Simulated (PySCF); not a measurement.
PySCF 2.14.0, HF/def2-svp: Cl[SiH](Cl)C[SiH](Cl)Cl, 11 atoms. The geometry is a generated start, not checked to be a minimum at this level.

```json
{
 "task": "energy",
 "method": "hf",
 "basis": "def2-svp",
 "mol.max_memory": "7000 MB",
 "mf.init_guess": "minao (default)",
 "mf.DIIS": "CDIIS (default)",
 "mf.diis_space": "8 (default)",
 "mf.conv_tol": "1e-09 (default)",
 "basis functions (reference run)": "142"
}
```

```xyz
11

Si     1.5204     0.5258     0.2814
Cl     2.8802     1.3576    -0.9538
Cl     2.3086    -1.1185     1.1466
C      0.0042    -0.0102    -0.7422
Si    -1.5270    -0.5135     0.2721
Cl    -2.8527    -1.4286    -0.9402
Cl    -2.3492     1.1589     1.0435
H      1.1911     1.4875     1.3226
H     -0.2673     0.8032    -1.4167
H      0.2934    -0.8467    -1.3806
H     -1.2016    -1.4156     1.3673
```
Charge 0, spin multiplicity 1.

The reference run uses exact four-centre integrals. Single runs; times are not shown.

Settings tried, all else as in the reference:
- density fitting of J alone, exact K
- COSX exchange (sgx_fit, pjs) with fitted J, mf.with_df.grids_level_i = 1, mf.with_df.grids_level_f = 3
- COSX exchange (sgx_fit, pjs) with fitted J, mf.with_df.grids_level_i = 1, mf.with_df.grids_level_f = 1
- COSX exchange (sgx_fit, pjs) with fitted J, mf.with_df.grids_level_i = 1, mf.with_df.grids_level_f = 4
- density fitting, auxbasis = def2-universal-jfit
- density fitting
- COSX exchange (sgx_fit, pjs) with fitted J, mf.with_df.grids_level_i = 1, mf.with_df.grids_level_f = 2 (default)
- density fitting, auxbasis = autoaux

Which of these stay within 1.0 meV/atom in energy of the reference run?

Within it: COSX exchange (sgx_fit, pjs) with fitted J, mf.with_df.grids_level_i = 1, mf.with_df.grids_level_f = 2 (default); COSX exchange (sgx_fit, pjs) with fitted J, mf.with_df.grids_level_i = 1, mf.with_df.grids_level_f = 1; COSX exchange (sgx_fit, pjs) with fitted J, mf.with_df.grids_level_i = 1, mf.with_df.grids_level_f = 4; density fitting of J alone, exact K; COSX exchange (sgx_fit, pjs) with fitted J, mf.with_df.grids_level_i = 1, mf.with_df.grids_level_f = 3; density fitting. Outside: density fitting, auxbasis = autoaux; density fitting, auxbasis = def2-universal-jfit.

| setting | energy against the reference |
|---|---|
| COSX exchange (sgx_fit, pjs) with fitted J, mf.with_df.grids_level_i = 1, mf.with_df.grids_level_f = 2 (default) | −0.033 meV/atom |
| COSX exchange (sgx_fit, pjs) with fitted J, mf.with_df.grids_level_i = 1, mf.with_df.grids_level_f = 1 | +0.061 meV/atom |
| COSX exchange (sgx_fit, pjs) with fitted J, mf.with_df.grids_level_i = 1, mf.with_df.grids_level_f = 4 | −0.38 meV/atom |
| density fitting of J alone, exact K | −0.39 meV/atom |
| COSX exchange (sgx_fit, pjs) with fitted J, mf.with_df.grids_level_i = 1, mf.with_df.grids_level_f = 3 | −0.40 meV/atom |
| density fitting | +0.42 meV/atom |
| density fitting, auxbasis = autoaux | +1.6 meV/atom |
| density fitting, auxbasis = def2-universal-jfit | +28000 meV/atom |

Total energies are compared; such shifts often cancel in part in energy differences. sgx_fit (COSX, pjs=True) fits J as well, so its difference is the sum of the grid's shift in exchange and the fit's in Coulomb. def2-universal-jfit is made for Coulomb alone and misses functions that exchange needs. Also tried and not ranked: density fitting, auxbasis = def2-universal-jkfit (same energy as a listed run). The tolerance is a choice made for this comparison.
